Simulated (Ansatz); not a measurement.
The reference is Zr in the hcp (Mg type) structure (space group P6_3/mmc, No. 194; a = 3.246 Å, c = 5.151 Å). Axes: x lies along a and z along c of the hexagonal cell.

Calculations: Kohn–Sham DFT with the r2SCAN functional, run in Ansatz (a program for electronic structure) with PAW and 500 eV plane waves, scalar-relativistic without spin-orbit coupling.

Base values:

The pressure is 0.0 GPa, the volume per atom is 23.50 Å³ and the band gap comes out as zero.

Modification: biaxial strain −0.35 %, plane normal [001], relaxed out of plane (Cartesian); in-plane vectors clamped, the third vector and the atoms free.

Estimate the effect on the pressure, volume per atom and band gap.

The pressure (mean of the normal stresses, compression positive) goes from zero to 0.4 GPa; the volume per atom drops by 0.10 Å³, from 23.50 Å³ to 23.40 Å³; the band gap remains zero.

Stability against distortions was not tested. The final runs are not spin-polarised.
